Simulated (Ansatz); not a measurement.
# Carrier properties of AlN under load (space group P6_3mc)

```
CELL_PARAMETERS angstrom
      3.07432     0.00000     0.00000
     -1.53716     2.66244     0.00000
      0.00000     0.00000     4.90446
ATOMIC_POSITIONS crystal
  Al 0.33333 0.66667 0.99604
  Al 0.66667 0.33333 0.49604
  N  0.33333 0.66667 0.37896
  N  0.66667 0.33333 0.87896
```

Calculation: r2SCAN with spin-orbit coupling, rigid bands (plane waves, PAW; Ansatz, a program for electronic structure). Condition of this run: hydrostatic pressure of 9 GPa (compression positive) (the target of the relaxation). Geometry: cell and atoms relaxed with PBEsol, then loaded as said.

band gap: 5.18 eV
electron conductivity mass (300 K, dilute): 0.33 (x), 0.33 (y), 0.32 (z) mₑ
hole conductivity mass (300 K, dilute): 3.6 (x), 3.6 (y), 0.39 (z) mₑ
effective density of states N_c (300 K): 4.8e18 cm⁻³
effective density of states N_v (300 K): 5.8e19 cm⁻³
density-of-states mass, electrons: 0.33 mₑ
density-of-states mass, holes: 1.74 mₑ
Seebeck coefficient, n-type 1e19 cm⁻³, 300 K: -164 μV/K
Seebeck coefficient, p-type 1e19 cm⁻³, 300 K: 368 μV/K
best p-type power factor at 300 K for τ = 10 fs (best axis; densities from 1e16 to 1e21 cm⁻³ tried, whether or not they can be reached): 16.9 μW/(cm·K²) at 1e20 cm⁻³

Rigid bands; masses and Seebeck coefficients take one relaxation time τ for all states and one kind of carrier; polarons and phonon drag are left out. Geometry: cell and atoms relaxed with PBEsol.
